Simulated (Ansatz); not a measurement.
## CsSnBr₃ in the cubic perovskite structure (space group Pm-3m, No. 221)

```xyz
5
Lattice="5.8962 0.0000 0.0000 0.0000 5.8962 0.0000 0.0000 0.0000 5.8962" Properties=species:S:1:pos:R:3 pbc="T T T"
Cs     0.0000     0.0000     0.0000
Sn     2.9481     2.9481     2.9481
Br     0.0000     2.9481     2.9481
Br     2.9481     2.9481     0.0000
Br     2.9481     0.0000     2.9481
```

Calculations: Ansatz (a first-principles code), PBE, PAW, cutoff 420 eV, without spin-orbit coupling, earlier PAW set. k-mesh 6×6×6 (Γ-centred); smearing 0.05 eV (Fermi–Dirac).

- Volume per atom: 41.00 Å³
- Density: 3.98 g/cm³
- Band gap: 0.65 eV, direct at R
- Electron mass (degenerate bands, along [100]): 0.052, 0.83, 0.83 mₑ
- Hole mass: 0.069 mₑ
- Lowest conduction-band minima above the VBM: R along ⟨111⟩ 0.65 eV
- Total energy: -4010.199 eV/atom (σ→0; compares only within this code and set-up)

Effective masses come from finite differences of ±0.01 Å⁻¹. Stability against distortions was not tested. Many cubic perovskites are stable only at high temperature; tilts and polar distortions were not tested.
